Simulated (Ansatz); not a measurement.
# Carrier doping in GaN

Take GaN in the wurtzite structure (space group P6_3mc, No. 186; a = 3.219 Å, c = 5.244 Å) as the base.

Carriers are added at fixed cell with a uniform background; the Fermi–Dirac width is that of 300 K.

Level of theory: PBE, PAW, 420 eV (Ansatz, a program for electronic structure; no spin-orbit coupling), earlier PAW set.

Notes on the quantities. Fermi level from band edge: Fermi level relative to the doped band's edge (positive inside the band; to 0.05 eV).

```tsv
variant	gap between the host's bands	Fermi level from band edge
undoped	1.71 eV	–
electrons 1.5×10^21 cm⁻³	1.68 eV	+1.55 eV
electrons 5.0×10^21 cm⁻³	1.61 eV	+2.30 eV
electrons 7.0×10^21 cm⁻³	1.58 eV	+2.45 eV
electrons 1.0×10^22 cm⁻³	1.54 eV	+2.60 eV
holes 1.5×10^21 cm⁻³	1.75 eV	+0.15 eV
holes 5.0×10^21 cm⁻³	1.83 eV	+0.35 eV
holes 7.0×10^21 cm⁻³	1.88 eV	+0.45 eV
holes 1.0×10^22 cm⁻³	1.95 eV	+0.55 eV
```

Charged cell with a jellium background: band edges are those of the host's band count, energies are not comparable with the neutral cell, and many-body gap narrowing is missing. No phonon test of stability was made.
